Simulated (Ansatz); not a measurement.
Base system: Al₂O₃ in the corundum structure (space group R-3c, No. 167; a = 4.729 Å, c = 12.892 Å (hexagonal axes)).

Level of theory: LDA (Ansatz, an electronic-structure program, PAW, without spin-orbit coupling).

One change was made to it. Results:

The lattice parameter a decreases by 0.144 Å to 4.585 Å; the valence-band top at Γ (three highest levels, from the VBM) changes from 0.00, -0.04, -0.04 eV to 0.00, -0.12, -0.12 eV; the electron mass becomes 0.51 mₑ along c, 0.43 mₑ across (at Γ) (base: 0.43 mₑ along c, 0.39 mₑ across (at Γ)); the width of the top valence band increases by 0.17 eV to 0.83 eV; the band gap goes up by 1.21 eV, from 6.43 eV to 7.64 eV.

Q: Which change produced these results?
A) pressure 0.9 GPa
B) pressure 9 GPa
C) pressure 30 GPa
D) pressure −2 GPa
E) pressure 2.1 GPa

A: C, pressure 30 GPa. For comparison, the band gap in the other runs: pressure 9 GPa gives 6.84 eV; pressure −2 GPa gives 6.33 eV; pressure 2.1 GPa gives 6.53 eV; pressure 0.9 GPa gives 6.47 eV.

Load acts through the strain it causes; cell and atoms are relaxed under it. Masses are band curvatures over ±0.01 Å⁻¹ around the edge. Whether these cells are dynamically stable was not tested. No other phases were tried under pressure.
